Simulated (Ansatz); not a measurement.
Results of LDA (Ansatz, a quantum-chemistry and plane-wave program, plane waves, PAW) for ZnSnSb2 (P-4m2, No. 115, 4 atoms in the cell; start mp-1215452).

Settings: plane-wave cutoff 520 eV, 12×12×10 k mesh (along the axes of the cell as run), Fermi–Dirac smearing 0.05 eV, scalar-relativistic PAW data made under PBE.

Cell (relaxed at this level):

```cif
data_Sb2SnZn
_chemical_formula_sum 'Zn1 Sn1 Sb2'
_space_group_name_H-M_alt 'P-4m2'
_space_group_IT_number 115
_space_group_name_Hall 'P -4 -2'
_cell_length_a 4.41444
_cell_length_b 4.41444
_cell_length_c 6.16682
_cell_angle_alpha 90.000
_cell_angle_beta 90.000
_cell_angle_gamma 90.000
loop_
_atom_site_label
_atom_site_type_symbol
_atom_site_symmetry_multiplicity
_atom_site_Wyckoff_symbol
_atom_site_fract_x
_atom_site_fract_y
_atom_site_fract_z
_atom_site_occupancy
Zn1 Zn 1 a 0.00000 0.00000 0.00000 1
Sn1 Sn 1 c 0.50000 0.50000 0.50000 1
Sb1 Sb 2 g 0.00000 0.50000 0.21964 1
```

Problem. Predict the bulk modulus.

Solution. 
bulk modulus: 51.7 GPa

The run finds no gap.

Note: the bulk modulus is −V dP/dV from two relaxed cells at ±2 % in volume; the relaxation could not lower the start's symmetry, so the cell can be a saddle point above a distorted one.

Spin–orbit coupling is not included; it can open a gap where bands touch, and shift volumes and moduli.

Static lattice: no zero-point or thermal effects.

The result took about 10 core-minutes (a rough figure).

A start named mp-… is a Materials Project structure, which need not be a measured phase.
